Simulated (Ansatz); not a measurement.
Take ZnS in the wurtzite structure (space group P6_3mc, No. 186; a = 3.845 Å, c = 6.306 Å) as the base. Axes: x lies along a and z along c of the hexagonal cell.

Computed with PBE/PAW in Ansatz (a program for electronic structure), without spin-orbit coupling, earlier PAW set.

For the base:

* **Pressure**: 0.00 GPa
* **Shortest interatomic distance**: 2.357 Å

Now apply this change: biaxial strain −2.77 %, plane normal [001], relaxed out of plane (Cartesian); in-plane vectors clamped, the third vector and the atoms free.

Q: How does this affect the pressure and shortest interatomic distance?

A: The pressure (mean of the normal stresses, compression positive) goes from zero to 2.90 GPa; the shortest interatomic distance decreases by 0.0344 Å, from 2.357 Å to 2.322 Å.

Whether these cells are dynamically stable was not tested.
